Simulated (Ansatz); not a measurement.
The starting structures come from a database of crystals and need not be the phases stable at ambient conditions.

 Where the default PAW files enter, the runs use the earlier of Ansatz's two default sets.

Here is the system:

```xyz
12
Lattice="4.8326 0.0000 0.0000 0.0000 7.6513 0.0000 0.0000 0.0000 4.8326" Properties=species:S:1:pos:R:3 pbc="T T T"
Te     0.1340     3.8256     4.6986
Te     2.5503     1.9128     2.5503
Te     4.6986     0.0000     0.1340
Te     2.2823     5.7385     2.2823
O      0.6730     5.2402     3.5751
O      3.6738     3.3274     3.0893
O      4.1596     1.4146     1.2575
O      1.1588     7.1530     1.7433
O      1.7433     4.3239     1.1588
O      3.5751     6.2367     0.6730
O      3.0893     0.4983     3.6738
O      1.2575     2.4111     4.1596
```

Space group of this cell: P4_12_12. The cell is taken as given.

Computed with r2SCAN (plane waves, PAW; Ansatz, an electronic-structure program).

The current runs along the normal of the first two printed vectors; no spin-orbit coupling. Scaled by the factor s: both lengths across the current (ions clamped). Meshes 6×4×6 and 6×4 across the current in all rows.

```tsv
s	mean pressure (GPa)	band gap (eV)
0.98	7.3	3.68
1.00	0.3	3.52
1.02	-5.4	?
```

Problem. Take the slope of the band gap against ln s from the two given rows, extrapolate to s = 1.02, and say what the run there gives.

Solution. Slope = (3.68 − 3.52) / ln 0.98 = -7.92 eV. The line gives 3.52 + (-7.92) × ln 1.02 = 3.36 eV. The run gives 3.32 eV, 0.04 eV under the line, 28 % of the predicted step.
